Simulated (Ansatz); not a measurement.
A self-consistent single point of YAl2 (R3m, 6 atoms in the cell) with Ansatz (an electronic-structure program).

Level of theory: PBEsol, default PAW files made with PBE (plane waves; Ansatz).

The change in words: lattice scaled by 0.98; basis.ecutrho_ratio: default → 5. Reference geometry:
```
CELL_PARAMETERS angstrom
      0.00000     3.91266     3.91266
      3.91266     0.00000     3.91266
      3.91266     3.91266     0.00000
ATOMIC_POSITIONS crystal
  Y  0.75369 0.75369 0.75369
  Y  0.50000 0.50000 0.50000
  Al 0.12500 0.62500 0.12500
  Al 0.12500 0.12500 0.12500
  Al 0.62500 0.12500 0.12500
  Al 0.12500 0.12500 0.62500
```

Reference input (self-consistent single point, DFT, PBEsol, plane waves, default PAW files made with PBE): basis.ecutwfc = 420 eV; kpoints.mp_grid.grid = 7 7 7; hamiltonian.xc = pbesol; hamiltonian.pseudopotentials = {kind: paw} (the program's default PAW files); scf.occupations.method = fermi_dirac; scf.occupations.width = 0.1 eV. This run's input differs from it in these lines:

Ansatz 0.2 input:
```diff
@@ -3,5 +3,5 @@
   lattice:
-    - [0.000000, 3.912662, 3.912662]
-    - [3.912662, 0.000000, 3.912662]
-    - [3.912662, 3.912662, 0.000000]
+    - [0.000000, 3.834409, 3.834409]
+    - [3.834409, 0.000000, 3.834409]
+    - [3.834409, 3.834409, 0.000000]
   atoms:
@@ -15,2 +15,3 @@
   ecutwfc: 420.0
+  ecutrho_ratio: 5
 kpoints:
```

The program printed (abridged):

```
SCF iter   1: F=—  HF=-9691.597022 eV  |F-HF|=—  |Δ(HF+E_count)|=         —  Δρ=2.55e-3  dr2=7.10e-3  ethr=1.77e-3  ⟨swp⟩=6.2  Hψ=5123  notcnv=0
all-band conjugate gradients solve this SCF's bands
preconditioner: auto → Kerker (q_TF=auto, 2.234 Å⁻¹)
SCF iter   2: F=—  HF=-9691.596629 eV  |F-HF|=—  |Δ(HF+E_count)|=   3.93e-4  Δρ=1.49e-3  dr2=2.25e-3  ethr=2.09e-5  ⟨swp⟩=1.3  Hψ=1382  notcnv=0
SCF iter   3: F=—  HF=-9691.596468 eV  |F-HF|=—  |Δ(HF+E_count)|=   1.61e-4  Δρ=1.97e-4  dr2=6.28e-5  ethr=6.63e-6  ⟨swp⟩=1.7  Hψ=1225  notcnv=0
SCF iter   4: F=—  HF=-9691.596459 eV  |F-HF|=—  |Δ(HF+E_count)|=   9.32e-6  Δρ=4.55e-5  dr2=1.21e-6  ethr=1.85e-7  ⟨swp⟩=2.2  Hψ=1219  notcnv=0
iter 5 did not close the SCF: its close was put off for the readings that it lacked (scf_convergence_deferred on its scf_iter line)
SCF iter   5: F=-9691.596459 eV  HF=-9691.596459 eV  |F-HF|=5.07e-10  |Δ(HF+E_count)|=   2.15e-8  Δρ=4.40e-6  dr2=1.63e-8  ethr=3.57e-9  ⟨swp⟩=2.7  Hψ=1721  notcnv=0
SCF iter   6: F=-9691.596459 eV  HF=-9691.596459 eV  |F-HF|=1.98e-10  |Δ(HF+E_count)|=   2.68e-9  Δρ=6.55e-7  dr2=5.53e-10  ethr=4.78e-11  ⟨swp⟩=2.1  Hψ=3079  notcnv=0
SCF 1 converged in 6 iterations: F = -9691.596459 eV  dr2 = 5.53e-10
Free energy (F): -9691.596459 eV
Internal energy: -9691.485599 eV  (E = F + TS)
E sigma→0 (E₀):  -9691.541029 eV
Entropy (-TS):   -0.110859 eV (-18.477 meV/atom)
Fermi energy:    10.041772 eV
--- Forces (eV/Å), atoms counted from 1 ---
  atom   1  Y     -0.20480361    -0.20480361    -0.20480361
  atom   2  Y      0.05701736     0.05701736     0.05701736
  atom   3  Al     0.03678265     0.05471012     0.03678265
  atom   4  Al     0.01951167     0.01951167     0.01951167
  atom   5  Al     0.05471012     0.03678265     0.03678265
  atom   6  Al     0.03678265     0.03678265     0.05471012
--- Stress (GPa, compression-positive) ---
        5.051773      -0.014478      -0.014478
       -0.014478       5.051773      -0.014478
       -0.014478      -0.014478       5.051773
  P = ⅓ Tr σ = 5.0518 GPa (50.518 kbar)
  The stress holds the Pulay correction. Without it, at fixed plane waves, as pw.x and ABINIT print it: P = 5.0150 GPa
```

The run converged in 6 iterations. Against the reference run the free energy rises by 15.5 meV/atom, the pressure goes from -0.54 to 5.05 GPa and the largest force goes from 0.299 to 0.355 eV/Å.

The starting cell comes from a database of computed structures (which also holds hypothetical and non-ambient phases and stackings), without a prior relaxation at this level. Its lattice was rescaled by up to half a per cent. One atom was moved a little off its site on purpose. For this run, on top of that: lattice scaled by 0.98. Ansatz's pressure includes its estimate of the finite-basis (Pulay) stress.
